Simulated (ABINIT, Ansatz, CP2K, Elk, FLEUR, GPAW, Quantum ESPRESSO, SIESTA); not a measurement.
## One structure in several programs: GaP (F-43m, 2 atoms in the cell)

Self-consistent single point.

```yaml
crystal:
  lattice:
    - [0.00000, 2.72500, 2.72500]
    - [2.72500, 0.00000, 2.72500]
    - [2.72500, 2.72500, 0.00000]
  atoms:
    - { symbol: Ga, position: [0.00000, 0.00000, 0.00000] }
    - { symbol: P, position: [0.25000, 0.25000, 0.25000] }
```

Shared settings, as Ansatz (an electronic-structure program) writes them: kpoints.mp_grid.grid = 5 5 5; scf.occupations.method = fermi_dirac; scf.occupations.width = 0.01 eV. Potentials and cutoffs stand in the table.

```
code                                                                                                                                 model  pressure (GPa)  gap on the mesh (eV)         cutoff
----------------  ------------------------------------------------------------------------------------------------------------------------  --------------  --------------------  -------------
CP2K                                                  LDA (Pade form), GPW, DZVP-MOLOPT-SR-GTH basis, GTH-PADE potentials (GTH_POTENTIALS)           -2.13                 1.468    grid 600 Ry
SIESTA            LDA PW92, numerical atomic orbitals TZP, PseudoDojo LDA standard norm-conserving potentials (rewritten from UPF to PSML)           -3.95                 1.419    grid 350 Ry
FLEUR                                                         LDA (Perdew-Zunger), all-electron FLAPW (FLEUR), scalar-relativistic valence               –                 1.433  Kmax 4 1/bohr
GPAW                                                                         LDA (Perdew-Wang 92), GPAW PAW datasets LDA (gpaw-data 1.0.1)           -0.64                 1.464         550 eV
Quantum ESPRESSO                                                    LDA (PW92), PseudoDojo standard norm-conserving (LDA) pseudopotentials           -2.82                 1.447          80 Ry
ABINIT                                                     LDA (PW92), norm-conserving pseudopotentials (PseudoDojo nc-sr-04 LDA standard)           -2.82                 1.447          40 Ha
Ansatz                                                                                         LDA (PW92), default PAW files made with PBE           -2.68                 1.437         420 eV
Elk                                  LDA (PW92), all-electron FP-LAPW, Elk's shipped species files, APW+lo basis with extra local orbitals               –                 1.442       rgkmax 8
```

A dash marks a value that a program does not give, or that is left out as unsure.

Gaps are read on the mesh.

The spread over the programs that give each value: pressure within 3.31 GPa; gap on the mesh within 0.049 eV.

CP2K and SIESTA use small atom-centred bases, whose incompleteness enters pressures, forces and empty levels differently from a plane-wave cutoff. FLEUR and Elk treat all electrons, but the usual bases taken here (sphere radii, linearisation, local orbitals, empty states) were not tested for convergence, so the values are no reference for the others. Ansatz's pressure is given at a fixed set of plane waves, as the other plane-wave codes print theirs; with its correction for the finite basis it is -2.63 GPa. In the pressure, SIESTA (by 1.21) and GPAW (by 2.11) lie more than 1 GPa from the median of the plane-wave programs.

The starting cell has typed, rounded lattice constants, without a prior relaxation at this level.

Keys are those of Ansatz 0.2.
